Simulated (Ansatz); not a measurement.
Pt (Fm-3m), Ansatz (a quantum-chemistry and plane-wave program) with PBEsol, DFPT electron-phonon coupling, linearised Boltzmann equation: Condition of this run: hydrostatic pressure 5 GPa (the target of the relaxation). phonon-limited resistivity 6.86 μΩ·cm at 300 K, 9.14 μΩ·cm at 400 K, current-weighted mean free path 6.7 nm, Drude plasma energy 9.18 eV.

Q: What Drude relaxation time do resistivity and plasma energy imply?

A: ω_p = 1.39e16 s⁻¹, so τ = 1/(ε₀ ω_p² ρ) = 8.46 fs, a damping ħ/τ of 77.8 meV.

Q: What is the classical skin depth at 10 GHz (nonmagnetic, μ₀ = 1.257×10⁻⁶ H/m)?

A: δ = √(ρ/(π f μ₀)) = 1320 nm.

Q: What temperature coefficient of resistance follows, and how does it compare with 1/T?

A: (ρ₄₀₀ − ρ₃₀₀)/(100 K × ρ₃₀₀) = 3.32×10⁻³ K⁻¹, against 1/T = 3.33×10⁻³ K⁻¹ for a resistivity proportional to T. Impurities would add a constant and lower it.

A metal at this level (no band gap). Only scattering by harmonic phonons is included (no impurities, grain boundaries, electron-electron scattering or thermal expansion). Spin-orbit coupling is left out, which matters with elements this heavy. Halving the electron mesh (36x36x36) moves the resistivity by up to 3 % at 300 K, the mean free path by up to 5 %. Smearing 0.20 eV; phonons on a 6x6x6 q mesh, which this run doesn't test.
